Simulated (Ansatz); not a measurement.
Start from MoP (space group P-6m2, No. 187; a = 3.2416 Å, c = 3.1941 Å). Axes: x lies along a and z along c of the hexagonal cell.

Computed with Kohn–Sham DFT with the PBE functional, run in Ansatz (an electronic-structure program) with PAW and 420 eV plane waves, no SOC.

For the base:

Volume per atom: 14.53 Å³

It is then changed as follows: uniaxial stress, 3 GPa tension along z; all other stress components relax to zero.

Task: How does this affect the energy relative to the base and volume per atom?

Result: The energy increases by 1.1 meV/atom; the volume per atom goes up by 0.04 Å³, from 14.53 Å³ to 14.57 Å³.

Without a gap, meshes like the base's 16×16×15 leave anisotropic stresses uncertain by several tenths of a GPa, and small strain energies with them. Load acts through the strain it causes; cell and atoms are relaxed under it. Beyond what the load breaks, stability against distortions was not tested. The final runs are not spin-polarised. An odd electron count without spin: MoP.
